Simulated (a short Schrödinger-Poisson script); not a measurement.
**MOS inversion layer, SiO2 on p-type Si(100)**

System: MOS inversion layer, SiO2 on p-type Si(100), at 300 K.

| layer | material | thickness (nm) | Na (cm⁻³) |
|---|---|---|---|
| 1 | SiO2 | 3.9 | - |
| 2 | Si | 1000 | 1.7e17 |

The device is made up for the run: typed textbook-type constants, with dimensions and the other settings drawn at random. SiO2: permittivity 3.9, conduction-band edge (eV) 3.15, gap (eV) 9, electron mass (mₑ) 0.5. Si: permittivity 11.7, conduction-band edge (eV) 0, gap (eV) 1.124, Nv at 300 K (cm⁻³) 3.1e19.

Channel valleys (confinement mass, in-plane density-of-states mass, number): Δ2 0.916, 0.19, 2; Δ4 0.19, 0.417, 4. At the gate the conduction-band edge of layer 1 lies 3.36 eV − eVg above the Fermi level of the channel; the field vanishes at the back. Gaps are held at their typed values at every temperature. Mesh 0.03 nm at interfaces.

Solved with a short Schrödinger-Poisson script written for these runs: 1D Poisson equation in equilibrium, electrons quantum, Hartree (BenDaniel-Duke, 12 states a valley, the channel's in-plane mass for all, wave functions ending at the dielectric), parabolic valleys, classical holes, full ionisation, no traps, pinning or gate leakage.

| Vg (V) | electrons (cm⁻²) | C (μF/cm²) | Δ2 E0 (meV) | Δ2 E1 (meV) | Δ4 E0 (meV) | Δ4 E1 (meV) |
|---|---|---|---|---|---|---|
| 0.15 | 1.99e7 | 0.124 | 338.5 | 380.2 | 376.9 | 445.7 |
| 0.3 | 2.43e9 | 0.125 | 212.5 | 256.9 | 253.4 | 326.8 |
| 0.45 | 1.33e11 | 0.421 | 107.2 | 154.6 | 151.0 | 228.4 |
| 0.6 | 6.29e11 | 0.646 | 64.3 | 116.1 | 112.5 | 192.9 |
| 0.75 | 1.26e12 | 0.709 | 43.5 | 99.8 | 96.2 | 179.1 |
| 0.9 | 1.93e12 | 0.738 | 29.7 | 90.2 | 86.6 | 171.6 |
| 1.05 | 2.63e12 | 0.754 | 19.1 | 83.5 | 80.1 | 166.8 |
| 1.2 | 3.34e12 | 0.766 | 10.4 | 78.5 | 75.1 | 163.4 |
| 1.35 | 4.06e12 | 0.774 | 2.8 | 74.5 | 71.1 | 160.8 |
| 1.5 | 4.79e12 | 0.780 | -3.9 | 71.1 | 67.8 | 158.7 |
| 1.65 | 5.52e12 | 0.785 | -10.1 | 68.2 | 64.9 | 157.0 |
| 1.8 | 6.25e12 | 0.789 | -15.8 | 65.6 | 62.4 | 155.6 |
| 1.95 | 6.99e12 | 0.793 | -21.1 | 63.3 | 60.1 | 154.4 |
| 2.1 | 7.74e12 | 0.796 | -26.2 | 61.2 | 58.1 | 153.3 |
| 2.25 | 8.48e12 | 0.798 | -31.1 | 59.3 | 56.1 | 152.3 |
| 2.4 | 9.23e12 | 0.800 | -35.8 | 57.4 | 54.3 | 151.5 |
| 2.55 | 9.98e12 | 0.802 | -40.3 | 55.7 | 52.6 | 150.7 |
| 2.7 | 1.07e13 | 0.804 | -44.7 | 54.1 | 51.0 | 150.0 |

Gate voltages with under 1e6 electrons/cm² are left out.

Subbands count from the Fermi level.
